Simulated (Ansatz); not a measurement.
C (P6_3/mmc), r2SCAN, rigid bands in Ansatz (a first-principles code): Condition of this run: biaxial stress in the c plane of 33 GPa (compression positive) (the target of the relaxation). band gap 3.31 eV, N_c = 1.16e19 cm⁻³ and N_v = 1.78e19 cm⁻³ at 300 K, conductivity masses along x (a = (2.44, 0.00, 0.00) Å; b = (-1.22, 2.12, 0.00) Å; c = (0.00, 0.00, 4.16) Å) of 0.440 mₑ (electrons) and 0.428 mₑ (holes). Take k_BT = 0.02585 eV.

Q: What thermal injection velocity √(2k_BT/πm) limits a ballistic channel along the direction named?

A: 8.11e6 cm/s for electrons and 8.22e6 cm/s for holes, a ratio of √(m_h/m_e) = 0.986, for dilute carriers.

Q: What built-in voltage has an abrupt junction with N_A = 1e16 and N_D = 1e18 cm⁻³, all dopants ionised?

A: V_bi = E_g/e − (k_BT/e) ln(N_c N_v/(N_A N_D)) = 3.31 − 0.02585 × 9.94 = 3.05 V. It follows the computed gap one for one.

Q: Find the intrinsic carrier density and the intrinsic Fermi level.

A: n_i = √(N_c N_v) exp(−E_g/2k_BT) = 1.44e19 × exp(−64.02) = 2.3e-9 cm⁻³. The level lies (k_BT/2) ln(N_v/N_c) = 6 meV from mid-gap (positive towards the conduction band). Each 0.1 eV added to the gap lowers n_i by a factor of 6.9.

Rigid, parabolic bands with the computed gap; masses take one relaxation time for all states. Spin-orbit coupling is left out. Geometry: cell and atoms relaxed with PBEsol.
